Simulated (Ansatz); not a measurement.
We consider HfO₂ (Pnma, No. 62, 12 atoms in the cell; start mp-741; a measured phase of this formula has another space group), described by r²SCAN+SOC in Ansatz (PAW).

Numerical settings: plane-wave cutoff 560 eV, 6×8×4 k mesh (along the axes of the cell as run), Fermi–Dirac smearing 0.01 eV, PAW data made under PBE.

Cell (relaxed with PBEsol):

```cif
data_Hf4O8
_chemical_formula_sum 'Hf4 O8'
_space_group_name_H-M_alt 'Pnma'
_space_group_IT_number 62
_space_group_name_Hall '-P 2ac 2n'
_cell_length_a 5.52653
_cell_length_b 3.29380
_cell_length_c 6.45333
_cell_angle_alpha 90.000
_cell_angle_beta 90.000
_cell_angle_gamma 90.000
loop_
_space_group_symop_operation_xyz
  'x, y, z'
  '-x, -y, -z'
  '-x+1/2, -y, z+1/2'
  'x+1/2, y, -z+1/2'
  'x+1/2, -y+1/2, -z+1/2'
  '-x+1/2, y+1/2, z+1/2'
  '-x, y+1/2, -z'
  'x, -y+1/2, z'
loop_
_atom_site_label
_atom_site_type_symbol
_atom_site_symmetry_multiplicity
_atom_site_Wyckoff_symbol
_atom_site_fract_x
_atom_site_fract_y
_atom_site_fract_z
_atom_site_occupancy
Hf1 Hf 4 c 0.25314 0.25000 0.38875 1
O1 O 4 c 0.02353 0.25000 0.66052 1
O2 O 4 c 0.14034 0.25000 0.07459 1
```

Problem. Predict the band gap.

Solution. 
- band gap: 3.88 eV (on the SCF k mesh)

Note: cell and atoms aren't relaxed at this level (largest force component 0.06 eV/Å, pressure 2.5 GPa).

A start named mp-… is a Materials Project structure, which need not be a measured phase.

Ansatz is a program for electronic structure.
